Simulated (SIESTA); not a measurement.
SIESTA run on ZnCo2 (P-3m1, 3 atoms in the cell): self-consistent single point

Method of the run: LDA PW92, numerical atomic orbitals DZP, PseudoDojo LDA standard norm-conserving potentials (rewritten from UPF to PSML) (SIESTA).

This input was run:

```
# files in the folder: Zn.psml Co.psml (PseudoDojo LDA standard)
SystemName  ZnCo2
SystemLabel siesta

NumberOfAtoms                3
NumberOfSpecies              2
%block ChemicalSpeciesLabel
  1 30 Zn
  2 27 Co
%endblock ChemicalSpeciesLabel
LatticeConstant              1.0 Ang
%block LatticeVectors
     2.569540000    0.000000000    0.000000000
    -1.284770000    2.225287000    0.000000000
     0.000000000    0.000000000    6.207070000
%endblock LatticeVectors
AtomicCoordinatesFormat      ScaledCartesian
%block AtomicCoordinatesAndAtomicSpecies
     0.000000000    0.000000000    0.000000000  1
    -0.000001285    1.483525408    4.054892619  2
     1.284771285    0.741761592    2.152177381  2
%endblock AtomicCoordinatesAndAtomicSpecies

XC.functional                LDA
XC.authors                   PW92
PAO.BasisSize                DZP
PAO.EnergyShift              0.01 Ry
MeshCutoff                   400 Ry
%block kgrid.MonkhorstPack
   13   0   0  0.0
    0  13   0  0.0
    0   0   5  0.0
%endblock kgrid.MonkhorstPack
OccupationFunction           FD
ElectronicTemperature        1160.45 K
Spin                         polarized
%block DM.InitSpin
  1 +0.00
  2 +3.00
  3 +3.00
%endblock DM.InitSpin

MaxSCFIterations             150
SCF.Mixer.Method             Pulay
SCF.Mixer.Weight             0.1
SCF.Mixer.History            6
SCF.DM.Tolerance             1.0E-04
Diag.ParallelOverK           true
WriteForces                  true
Charge.Mulliken              end
```

Log, with long lists cut:

```
reinit: Reading from file input.fdf

reinit: System Name: ZnCo2
reinit: System Label: siesta

NOTE on units for spin output:
{S} is the spin magnetic moment, in units of the Bohr magneton,
assuming a g-factor for the electron spin of exactly 2.
The spin magnetic moment is then numerically equal to the charge inbalance,
in units of electrons, between the spin-up and -down channels.

coor:   Atomic-coordinates input format  =     Cartesian coordinates
coor:                                          (in units of alat)

siesta: Atomic coordinates (Bohr) and species
siesta:      0.00000   0.00000   0.00000  1        1
siesta:     -0.00000   2.80346   7.66264  2        2
siesta:      2.42787   1.40173   4.06703  2        3

siesta: System type = bulk

initatomlists: Number of atoms, orbitals, and projectors:      3    57    54

siesta: ******************** Simulation parameters ****************************
redata: Spin configuration                          = collinear
redata: Time-Reversal Symmetry                      = T
redata: Number of Atomic Species                    =        2
redata: Mesh Cutoff                                 =   400.0000 Ry
redata: Net charge of the system                    =     0.0000 |e|
redata: Min. number of SCF Iter                     =        0
redata: Max. number of SCF Iter                     =      150
redata: SCF convergence failure will abort job
redata: SCF mix quantity                            = Hamiltonian
redata: Mix DM or H after convergence               =   F
redata: Recompute H after scf cycle                 =   F
redata: Mix DM in first SCF step                    =   T
redata: No kicks to SCF
redata: DM Mixing Weight for Kicks                  =     0.5000
redata: Require Harris convergence for SCF          =   F
redata: Harris energy tolerance for SCF             =     0.000100 eV
redata: Require DM convergence for SCF              =   T
   [... lines left out ...]
diag: Absolute tolerance                            =  0.100E-15
diag: Orthogonalization factor                      =  0.100E-05
diag: Memory factor                                 =  1.0000

superc: Internal auxiliary supercell:     7 x     7 x     3  =     147
superc: Number of atoms, orbitals, and projectors:    441   8379   7938

                        Single-point calculation

superc: Internal auxiliary supercell:     7 x     7 x     3  =     147
superc: Number of atoms, orbitals, and projectors:    441   8379   7938

outcell: Unit cell vectors (Ang):
        2.569540    0.000000    0.000000
       -1.284770    2.225287    0.000000
        0.000000    0.000000    6.207070

outcell: Cell vector modules (Ang)   :    2.569540    2.569540    6.207070
outcell: Cell angles (23,13,12) (deg):     90.0000     90.0000    120.0000
outcell: Cell volume (Ang**3)        :     35.4918
new_DM -- step:     1
Initializing Density Matrix...

Attempting to read DM from file... Failed...
initDM: WARNING: atom 1 has a closed-shell and cannot be polarized
DM filled with atomic data (user-defined):

InitMesh: MESH = 30 x 30 x 80 = 72000
InitMesh: Mesh cutoff (required, used) =   400.000   459.101 Ry

stepf: Fermi-Dirac step function
        iscf     Eharris(eV)        E_KS(eV)     FreeEng(eV)     dDmax    Ef(eV) dHmax(eV)
   scf:    1   -13712.018920   -13903.920331   -13904.071708  1.184448 -0.558062 76.136645
     spin moment: {S} , |S| = {        0.0        0.0    2.89050 }     2.89050
   scf:    2   -13972.996605   -13986.611497   -13986.677507  0.586567 -0.328611 17.028227
     spin moment: {S} , |S| = {        0.0        0.0    3.86741 }     3.86741
   scf:    3   -13998.926908   -13993.665785   -13993.720539  0.494510 -1.170894  9.657535
     spin moment: {S} , |S| = {        0.0        0.0    3.70892 }     3.70892
   scf:    4   -13994.644105   -13996.855636   -13996.944277  0.605525 -2.748798  8.497383
     spin moment: {S} , |S| = {        0.0        0.0    3.25226 }     3.25226
   scf:    5   -13998.388860   -13997.726350   -13997.808768  0.098655 -2.619573  5.246213
     spin moment: {S} , |S| = {        0.0        0.0    3.31994 }     3.31994
   scf:    6   -13997.875397   -13997.837933   -13997.926895  0.040436 -2.805116  2.846527
   [... lines left out ...]
   scf:   14   -13998.182509   -13998.182611   -13998.282039  0.000465 -2.650044  0.005392
     spin moment: {S} , |S| = {        0.0        0.0    2.78567 }     2.78567
   scf:   15   -13998.182455   -13998.182533   -13998.282047  0.000792 -2.650622  0.004086
     spin moment: {S} , |S| = {        0.0        0.0    2.78480 }     2.78480
   scf:   16   -13998.182595   -13998.182564   -13998.282047  0.000142 -2.650269  0.003091
     spin moment: {S} , |S| = {        0.0        0.0    2.78558 }     2.78558
   scf:   17   -13998.182716   -13998.182640   -13998.282047  0.000129 -2.649708  0.002507
     spin moment: {S} , |S| = {        0.0        0.0    2.78759 }     2.78759
   scf:   18   -13998.182385   -13998.182511   -13998.282050  0.000335 -2.649969  0.000485
     spin moment: {S} , |S| = {        0.0        0.0    2.78521 }     2.78521
   scf:   19   -13998.182512   -13998.182511   -13998.282050  0.000008 -2.649967  0.000403
     spin moment: {S} , |S| = {        0.0        0.0    2.78524 }     2.78524
SCF Convergence by DM+H criterion
max |DM_out - DM_in|         :     0.0000075865
max |H_out - H_in|      (eV) :     0.0004027086
SCF cycle converged after 19 iterations

Using DM_out to compute the final energy and forces

siesta: E_KS(eV) =           -13998.1825

siesta: E_KS - E_eggbox =    -13998.1825

siesta: Atomic forces (eV/Ang):
     1   -0.000000   -0.000000   -0.000000
     2   -0.000029    0.000017   -0.449203
     3    0.000029   -0.000017    0.449203
   Tot   -0.000000    0.000000    0.000000
   Max    0.449203
   Res    0.211756    sqrt( Sum f_i^2 / 3N )
   Max    0.449203    constrained

Stress tensor Voigt[x,y,z,yz,xz,xy] (kbar):      204.55      204.55      182.69        0.00       -0.01        0.00
(Free)E + p*V (eV/cell)   -14002.6519
Target enthalpy (eV/cell)   -13998.2820

siesta: Program's energy decomposition (eV):
siesta: Ebs     =     -2080.743170
siesta: Eions   =     16678.764479
siesta: Ena     =       861.219116
siesta: Ekin    =      6197.458823
siesta: Enl     =     -2356.674297
siesta: Eso     =         0.000000
siesta: Edftu   =         0.000000
siesta: DEna    =        88.499759
siesta: DUscf   =         4.583533
siesta: DUext   =         0.000000
siesta: Ex      =     -1968.843580
siesta: Ec      =      -145.661387
siesta: Exc     =     -2114.504967
siesta: Eharris =    -13998.182512
siesta: Etot    =    -13998.182511
siesta: FreeEng =    -13998.282050

siesta: Atomic forces (eV/Ang):
siesta:      1   -0.000000   -0.000000   -0.000000
siesta:      2   -0.000029    0.000017   -0.449203
siesta:      3    0.000029   -0.000017    0.449203
siesta: ----------------------------------------
siesta:    Tot   -0.000000    0.000000    0.000000

siesta: Stress tensor (static) (eV/Ang**3):
siesta:     0.127670    0.000001   -0.000003
siesta:     0.000001    0.127670    0.000002
siesta:    -0.000003    0.000002    0.114026

siesta: Cell volume =         35.491803 Ang**3

siesta: Pressure (static):
siesta:                Solid            Molecule  Units
siesta:          -0.00134097         -0.00125355  Ry/Bohr**3
siesta:          -0.12312202         -0.11509523  eV/Ang**3
   [... lines left out ...]
siesta:        -197.26322448       -184.40289140  kBar
   [... lines left out ...]

             -0.026  -0.013  -0.027

mulliken: Qtot =       28.393

mulliken: Spin DOWN

Species: Zn
Atom  Qatom  Qorb
               3s      4s      4s      3py     3pz     3px     4py     4pz
               4px     3dxy    3dyz    3dz2    3dxz    3dx2-y2 3dxy    3dyz
               3dz2    3dxz    3dx2-y2
   1 10.108   1.006   0.945  -0.378   1.008   1.008   1.008   0.189   0.251
              0.189   0.923   0.953   0.937   0.953   0.923   0.049   0.028

              0.040   0.028   0.049

Species: Co
Atom  Qatom  Qorb
               3s      4s      4s      3py     3pz     3px     4py     4pz
               4px     3dxy    3dyz    3dz2    3dxz    3dx2-y2 3dxy    3dyz
               3dz2    3dxz    3dx2-y2
   2  7.749   0.992   0.551  -0.195   1.007   1.007   1.007   0.146   0.126
              0.146   0.654   0.634   0.706   0.634   0.654  -0.075  -0.053

             -0.062  -0.053  -0.075
   3  7.749   0.992   0.551  -0.195   1.007   1.007   1.007   0.146   0.126
              0.146   0.654   0.634   0.706   0.634   0.654  -0.075  -0.053

             -0.062  -0.053  -0.075

mulliken: Qtot =       25.607

Mulliken Atomic Populations:
Atom #   charge [q] valence [e]      Sz [e]  Species
     1    -0.120911   20.120911   -0.096068  Zn
     2     0.060456   16.939544    1.440654  Co
     3     0.060456   16.939544    1.440654  Co
 Total     0.000000                2.785240
```

The run converged in 19 iterations.

The starting cell comes from a database of computed structures (which also holds hypothetical and non-ambient phases and stackings), without a prior relaxation at this level. The magnetic order is the one reached from the typed start; others were not searched systematically. Values carry the incompleteness of an atom-centred basis. With a pressure of about -20 GPa the cell is away from its equilibrium volume at this level.

Cost on one core of a shared machine: roughly 2 min.
